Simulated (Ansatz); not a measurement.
Structures of equal composition on the (113) surface of germanium: 1 pair of surface atoms bonded, no caps; unpaired: 0 pairs of surface atoms bonded, no caps. The slabs share one bottom face, and each structure is named by its start. These are constructed structures in small cells; real faces may alloy, dewet or reconstruct in larger ones, and not all known structures of the face are among them. Slabs of about 14 Å with all that they carry, Fermi-Dirac smearing of 0.025 eV. Bottom of the slabs: built like the top, H on every dangling bond, free. Relaxed from the named starts with such symmetry as they have, on meshes of like density; energies extrapolated to zero smearing; no spin-orbit coupling, no U. Spin-polarised runs, if any, are marked in brackets, and their order is one that fits the cell; the others ran without spin. Where a second, spin-polarised start was run, the lower counts.

Method: r2SCAN, at the PBE geometry (plane waves to 500 eV, PAW; Ansatz, a program for electronic structure).

Rank these by energy per 1x1 cell (lowest first), as r2SCAN, at the PBE geometry gives it.

1 pair of surface atoms bonded, no caps (0.000 eV, gap 0.50 eV on the mesh), unpaired: 0 pairs of surface atoms bonded, no caps (0.086 eV (1 Ge–Ge bonds formed), gap 0.23 eV on the mesh)
